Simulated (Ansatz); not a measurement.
Take Sb in the fcc (Cu type) structure (space group Fm-3m, No. 225; a = 4.7143 Å; relaxed with 0.1 eV smearing) as the base. Axes: x, y, z lie along the cube axes.

All numbers come from PBEsol, PAW, 420 eV (Ansatz, a first-principles code; scalar-relativistic without spin-orbit coupling).

Before the change:

- Shortest interatomic distance = 333.4 pm
- Pressure = 0.0 GPa

Now apply this change: strain tensor (xx, yy, zz, yz, xz, xy) = (+1.21, +0.54, +2.11, +1.20, −0.41, +0.14) %; the atoms relax in the strained cell.

Question: What happens to the shortest interatomic distance, energy relative to the base and pressure?

Answer: The shortest interatomic distance rises by 0.4 pm, from 333.4 pm to 333.8 pm; the energy increases by 7.8 meV/atom; the pressure (mean of the normal stresses, compression positive) goes from zero to -2.3 GPa.

Whether these cells are dynamically stable was not tested. This is not the structure that Sb has at room temperature and ambient pressure.
